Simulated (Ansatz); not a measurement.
**Sensitivity of a calculation on NaCaZrNbO₆ (P1, 10 atoms in the cell) to its settings**

```
CELL_PARAMETERS angstrom
      0.00000     4.09009     4.09009
      4.09009     0.00000     4.09009
      4.09009     4.09009     0.00000
ATOMIC_POSITIONS crystal
  Na 0.25175 0.25697 0.23978
  Ca 0.75149 0.74847 0.74959
  Zr 0.50746 0.49800 0.49117
  Nb 0.99662 0.00213 0.99832
  O  0.75190 0.25121 0.24447
  O  0.75992 0.24252 0.75676
  O  0.23778 0.75413 0.76016
  O  0.24658 0.75243 0.24289
  O  0.75509 0.75199 0.25520
  O  0.24140 0.24214 0.76166
```

Base run A: PBE0 (Ansatz, a first-principles code), self-consistent single point.

Its settings: basis.ecutwfc = 420 eV; kpoints.mp_grid.grid = 3 3 3; hamiltonian.xc = pbe0; hamiltonian.pseudopotentials = {kind: paw}, with the files named one by one; scf.occupations.method = fixed.

The starting cell comes from a database of computed structures (which also holds hypothetical and non-ambient phases and stackings), without a prior relaxation at this level. Its atoms were displaced at random from the sites of space group no. 216. In the base run, with a pressure of about -8 GPa the cell is away from its equilibrium volume at this level. In the base run, forces exceed 1 eV/Å. Ansatz's pressure includes its estimate of the finite-basis (Pulay) stress.

ΔF is the free energy per atom less that of run A. A dash stands where there is no value to compare (another energy zero or no entropy term, no result, no spin, no clean gap, or a mesh too coarse for one). Absolute energies have different zeros for different potentials, functionals, Hubbard and dispersion terms and are not compared across them.

Runs D sample the zone with one or two k-points, far too few for so small a cell.

Runs:
- B: hamiltonian.xc: pbe0 → pbesol; hamiltonian.pseudopotentials: {kind: paw}, with the files named one by one → {kind: paw} (the program's default PAW files) [PBEsol]
- C: hamiltonian.xc: pbe0 → hse06 [HSE06]
- D: kpoints.mp_grid.grid: 3 3 3 → 1 1 1
- E: kpoints.mp_grid.grid: 3 3 3 → 2 2 2
- F: kpoints.mp_grid.shift: default → 0 0 0.5
- G: scf.convergence.dr2_threshold: default (1e-07 eV) → 1e-08 eV
- H: scf.mixing.preconditioner: default (the program chose none) → kerker
- I: scf.mixing.algorithm: default (the program chose MSR1) → msr1

```tsv
run	ΔF (meV/atom)	pressure (GPa)	largest force (eV/Å)	gap on the mesh (eV)	k-points
A	0.00	-8.25	1.051	4.493	14
B	–	-7.46	1.013	2.273	14
C	–	-8.23	1.047	3.739	14
D	764.4	3.56	3.509	3.778	1
E	16.4	-7.95	1.074	4.470	8
F	-1.13	-8.27	1.058	4.890	14
G	0.00	-8.25	1.051	4.493	14
H	0.00	-8.25	1.051	4.493	14
I	0.00	-8.25	1.051	4.493	14
```

Run F against A: The free energy falls by 1.1 meV/atom, the pressure hardly changes (-8.25 to -8.27 GPa), the largest force moves little (1.051 to 1.058 eV/Å) and the gap on the mesh goes from 4.493 to 4.890 eV.

Run D against A: The free energy goes up by 764 meV/atom, the pressure goes from -8.25 to 3.56 GPa, the largest force goes from 1.051 to 3.509 eV/Å and the gap on the mesh goes from 4.493 to 3.778 eV.

Keys are those of Ansatz 0.2.
